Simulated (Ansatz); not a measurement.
Zr3N4 (I-43d, No. 220) was calculated with PBE in Ansatz (plane waves, PAW).

Run with plane-wave cutoff 500 eV, 8×8×8 k mesh, Fermi–Dirac smearing 0.05 eV, scalar-relativistic PAW data made under PBE.

Computed at the level's own relaxed cell.

Problem. Give the computed volume per atom, lattice constant a and band gap.

Solution. 
- volume per atom = 11.15 Å³/atom
- lattice constant a = 6.783 Å
- band gap = 0.70 eV (on the SCF k mesh)

Measured, for comparison: band gap 1.6 eV (temperature not stated, no zero-point or thermal correction, N 1s X-ray absorption and emission; sample bears oxygen; as tabulated in Yablonskikh et al. (2013), doi:10.1002/pssa.201330338).

Note: the relaxation could not lower the start's symmetry, so the cell can be a saddle point above a distorted one.

Spin–orbit coupling is not included.

The computed numbers hold no vibrational or temperature effects.

Cost on a shared machine: around 4 core-minutes (rough).

Ansatz is a program for electronic structure.
